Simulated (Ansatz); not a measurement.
The starting structures come from a database of crystals and need not be the phases stable at ambient conditions.

 Where the default PAW files enter, the runs use the earlier of Ansatz's two default sets.

Tunnelling through a barrier is set by its complex band structure: the current falls as exp(−2κd) with the smallest κ.

Input:

```
Zn2SSe
1.0
    3.98748     0.00000     0.00000
    0.00000     3.98748     0.00000
    0.00000     0.00000     5.52212
Zn Se S
2 1 1
Direct
  0.50000   0.00000   0.76306
  0.00000   0.50000   0.23694
  0.00000   0.00000   0.50000
  0.50000   0.50000   0.00000
```

Space group of this cell: P-4m2. The cell is strained (lengths across the current scaled by 1.02, ions clamped); by r2SCAN its mean pressure is -2.6 GPa.

Transport runs along the normal of the first two printed cell vectors, the (001) (indices of the unstrained crystal) plane of the conventional cell.

The gap is the functional's own, uncorrected, and κ follows it; spin-orbit coupling is left out. Mid-gap values are interpolated between the computed energies.

**Question.** Estimate the band gap and the smallest decay constant κ at mid-gap that r2SCAN run with Ansatz (a first-principles code) returns for this system.

**Answer.** Gap 2.02 eV on a 8×8×6 mesh; κ = 0.143 1/Å, at the zone centre.
